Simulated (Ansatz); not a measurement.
The starting structures come from a database of crystals and need not be the phases stable at ambient conditions.

Inside the gap of an insulator the Bloch states are evanescent, with a wavenumber k + iκ along the transport direction.

Given:

```
CELL_PARAMETERS angstrom
      3.89318     0.00000     0.00000
      0.00000     8.30673     0.00000
      0.00000     0.00000    14.20450
ATOMIC_POSITIONS crystal
  Sr 0.75000 0.42145 0.67635
  Sr 0.25000 0.57855 0.32365
  Sr 0.25000 0.07855 0.17635
  Sr 0.75000 0.92145 0.82365
  Sn 0.75000 0.17216 0.44180
  Sn 0.25000 0.82784 0.55820
  Sn 0.25000 0.32784 0.94180
  Sn 0.75000 0.67216 0.05820
  S  0.75000 0.02722 0.60433
  S  0.25000 0.97278 0.39567
  S  0.25000 0.47278 0.10433
  S  0.75000 0.52722 0.89567
  S  0.75000 0.15270 0.00441
  S  0.25000 0.84730 0.99559
  S  0.25000 0.34730 0.50441
  S  0.75000 0.65270 0.49559
  S  0.75000 0.29807 0.28547
  S  0.25000 0.70193 0.71453
  S  0.25000 0.20193 0.78547
  S  0.75000 0.79807 0.21453
```

Space group of this cell: Pnma. The cell is taken as given; by PBEsol its mean pressure is -1.5 GPa.

Transport runs along the normal of the first two printed cell vectors.

No gap correction and no spin-orbit coupling; mid-gap values are interpolated between computed energies.

Question: Predict the band gap and the smallest decay constant κ at mid-gap from Ansatz (a program for electronic structure) with PBEsol.

Answer: Gap 0.80 eV on a 8×4×2 mesh; κ = 0.154 1/Å, at the zone centre.
